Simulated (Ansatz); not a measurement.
Start from InPd3 in the Cu3Au type structure (space group Pm-3m, No. 221; a = 3.971 Å; a cell from a computed database, its experimental status unchecked; relaxed with 0.1 eV smearing). Axes: x, y, z lie along the cube axes.

Computed with PBEsol (Ansatz, a quantum-chemistry and plane-wave program, PAW, scalar-relativistic without spin-orbit coupling).

Perturbation: uniaxial strain ε_xx = −4.55 %, all other strain components held at zero; the atoms relax in the strained cell.

**Question.** Predict the stress tensor and what it implies for the stiffness.

**Answer.** Stress of the strained cell less that of the base (GPa, compression positive):
```
   10.7     0.0     0.0
    0.0     8.4     0.0
    0.0     0.0     8.4
```

Then −Δσ_ii/ε with ε = -0.0455 gives secant stiffness values (nonlinear terms included at this strain): C11 ≈ 234 GPa, C12 ≈ 184 GPa and C13 ≈ 184 GPa.

As a check, the harmonic strain energy −½ V₀ Δσ:ε is 24 meV/atom; the computed energy rise is 23 meV/atom.

No phonon test of stability was made. All final runs are without spin polarisation.
